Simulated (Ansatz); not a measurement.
BN (wurtzite start, 192-atom cell), space group P6_3mc.

BN (wurtzite start, 192-atom cell): a = 10.219 Å, b = 10.219 Å, c = 12.674 Å, α = 90.00°, β = 90.00°, γ = 120.00°

These are PBE (plane waves to 420 eV, PAW; Ansatz, a program for electronic structure) values and carry that method's errors. Scalar-relativistic, without spin–orbit coupling; PBE gaps are too small against experiment. Its k-point mesh 2×2×2, Fermi–Dirac width 0.01 eV.

### Question
List the levels next to the gap at Γ of this cell's own (folded) zone, from the top of the valence band (the table ends after a fixed count of bands, which can cut a degenerate set).

### Answer
| band | E − E_v (eV) |
|---|---|
| v4 | -0.619 |
| v3 | -0.262 |
| v2 | 0.000 |
| v1 | 0.000 |
| c1 | 6.307 |
| c2 | 6.307 |
| c3 | 6.307 |
| c4 | 6.307 |
